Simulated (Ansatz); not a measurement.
Base system: a 16-atom supercell of ZnGeP₂ in the chalcopyrite structure (space group I-42d, No. 122; a = 5.500 Å, c = 10.844 Å) at its relaxed geometry.

Calculations: Kohn–Sham DFT with the PBE functional, run in Ansatz (a program for electronic structure) with PAW and 420 eV plane waves, no SOC.

For the base:

- Mean distance from the defect site to its nearest host atoms = 2.38 Å
- Pressure = 0.0 GPa

It is then changed as follows: a neutral Ge on a Zn site (antisite), atoms relaxed at fixed cell, starting from a slightly rattled geometry.

Task: What happens to the largest displacement of a host atom from its site in the perfect cell?

Result: The largest displacement of a host atom from its site in the perfect cell is 0.06 Å.

Task: What happens to the mean distance from the defect site to its nearest host atoms?

Result: The mean distance from the defect site to its nearest host atoms rises by 0.02 Å, from 2.38 Å to 2.40 Å.

Task: What does the calculation give for the pressure after the change?

Result: The pressure goes from zero to 1.8 GPa.

The magnetic state is the one reached from the starting moments; the real material's order can differ, and small cells can't hold many antiferromagnetic ones. In so small a cell the defect repeats every few ångströms: this is an ordered compound, not a dilute defect. A case with no gap was solved on a k-mesh chosen for an insulator, which is coarse for it. Starting moments died away, wholly or in part, for Ge on a Zn site (antisite); another magnetic solution may exist. The defect cell is spin-polarised and ends with 0.0 μB.
